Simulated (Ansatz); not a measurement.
# BN: band gap against strain

BN (zinc blende, F-43m, 5.860 Å³/atom at rest, cube axes along x, y and z) under an equal strain ε along all three axes. PBEsol in Ansatz, a plane-wave DFT program (PAW, default set), 420 eV, 16×16×16 Γ-centred mesh, Fermi-Dirac smearing 0.05 eV; ions are relaxed within the symmetry of each cell. Gaps are the smallest over the k-mesh and a band path, without spin-orbit coupling; in all rows the valence edge lies at Γ and the conduction edge at about 1.7 Å⁻¹ from Γ.

Here s stands for strain and Eg for gap.

```
strain (%)  gap (eV)
----------  --------
-3.00              ?
-1.50           4.34
-1.00           4.33
-0.50           4.31
0.00            4.30
0.50            4.28
1.00            4.27
1.50            4.25
```

Taking a straight line for Eg over the 7 complete rows: Means: s 0, Eg 4.297. About the means, the sum of products is -0.21000 and the sum of squares of s is 7.0000; the slope is their ratio. Least squares gives Eg = 4.297 - 0.0300·s. Residuals (row less fit): -0.002, 0.003, -0.002, 0.003, -0.002, 0.003, -0.002; standard error 0.003 (degrees of freedom: 5). Over these rows the gap moves by -3.0 ± 0.1 eV per unit strain, or -1.0 eV per unit of ln V.

### Question
Predict the withheld Eg at s = -3.00 from the fit, and compare with the calculation.

### Answer
Eg = 4.297 - 0.0300 × (-3.0) = 4.387 eV. The calculation gives 4.39 eV, which the fit meets to the printed digits. The row lies outside the fitted rows, so this is an extrapolation. The fitted rows scatter only by rounding.

Other structures, which can take over under pressure, weren't tried. Rows are the converged runs of the series near zero and its far end; series whose fitted rows scatter by over a few per cent of the range, as at a crossing or softening among them, aren't shown in this form. Most that stay on the fit to the last digits aren't either.
